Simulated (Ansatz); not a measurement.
Ga2O3, response to strain

Consider Ga₂O₃ in the corundum structure (space group R-3c, No. 167; a = 4.950 Å, c = 13.306 Å (hexagonal axes)). Axes: x lies along a and z along c of the hexagonal cell.

Strains are applied to the cell and any free atomic positions relax.

Method: Kohn–Sham DFT with the LDA functional, run in Ansatz (a program for electronic structure) with PAW and 420 eV plane waves, no spin-orbit coupling.

Notes on the quantities. pressure: mean of the normal stresses, compression positive; energy relative to the base: free energy F.

```json
[
 {"change": "base", "pressure": "0.00 GPa", "energy relative to the base": "0 meV/atom", "smallest direct gap": "3.31 eV"},
 {"change": "tensor shear ε_xz = +2.00 %", "pressure": "…", "energy relative to the base": "+4.2 meV/atom", "smallest direct gap": "3.29 eV"},
 {"change": "tensor shear ε_xz = +1.60 %", "pressure": "0.21 GPa", "energy relative to the base": "…", "smallest direct gap": "3.30 eV"},
 {"change": "tensor shear ε_xz = +0.40 %", "pressure": "0.01 GPa", "energy relative to the base": "+0.2 meV/atom", "smallest direct gap": "3.31 eV"},
 {"change": "tensor shear ε_xz = +1.20 %", "pressure": "0.12 GPa", "energy relative to the base": "+1.5 meV/atom", "smallest direct gap": "3.30 eV"},
 {"change": "tensor shear ε_xz = +0.80 %", "pressure": "0.05 GPa", "energy relative to the base": "…", "smallest direct gap": "3.31 eV"}
]
```

Problem. Complete the table.

Solution. 
- tensor shear ε_xz = +2.00 %, pressure: 0.33 GPa
- tensor shear ε_xz = +1.60 %, energy relative to the base: +2.7 meV/atom
- tensor shear ε_xz = +0.80 %, energy relative to the base: +0.7 meV/atom

Gaps are Kohn–Sham eigenvalue differences; semilocal functionals usually give less than the measured gap. Whether these cells are dynamically stable was not tested.
